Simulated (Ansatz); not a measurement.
# GaAs: energy against strain

GaAs (zinc blende, F-43m, 21.985 Å³/atom at rest, cube axes along x, y and z) under a strain ε along a cube axis (axis z), the other axes held. LDA in Ansatz, a plane-wave DFT program (PAW, default set), 420 eV, 10×10×10 Γ-centred mesh, Fermi-Dirac smearing 0.05 eV; ions are relaxed within the symmetry of each cell.

Here s stands for strain and y for E less E0.

```
strain (%)  E less E0 (meV/atom)
----------  --------------------
-3.00                          ?
-1.50                       1.84
-1.00                       0.82
-0.50                       0.21
0.00                        0.00
0.50                        0.20
1.00                        0.79
1.50                        1.78
```

Taking a parabola for y over the 7 complete rows: Least squares gives y = 0.002 - 0.0179·s + 0.8033·s². Residuals (row less fit): 0.004, -0.003, -0.002, -0.002, 0.006, 0.003, -0.003; standard error 0.005 (degrees of freedom: 4). Twice the quadratic coefficient over the volume, 2 × 0.8033 meV × 10⁴ × 0.1602 / 21.985 Å³, is the elastic constant C11 = 117 ± 0.3 GPa.

Predict the withheld y at s = -3.00 from the fit, and compare with the calculation.

y = 0.002 - 0.0179 × (-3.0) + 0.8033 × (-3.0)² = 7.285 meV/atom. The calculation gives 7.43 meV/atom, 0.145 meV/atom above the prediction (2.0 % of the range of y in the table). The row lies outside the fitted rows, so this is an extrapolation. The fitted rows scatter only by rounding.

One order more, fitted to all 13 runs of the series, follows each within 0.01, so the miss is the next term of a smooth law. Rows are the converged runs of the series near zero and its far end; series whose fitted rows scatter by over a few per cent of the range, as at a crossing or softening among them, aren't shown in this form. Most that stay on the fit to the last digits aren't either.
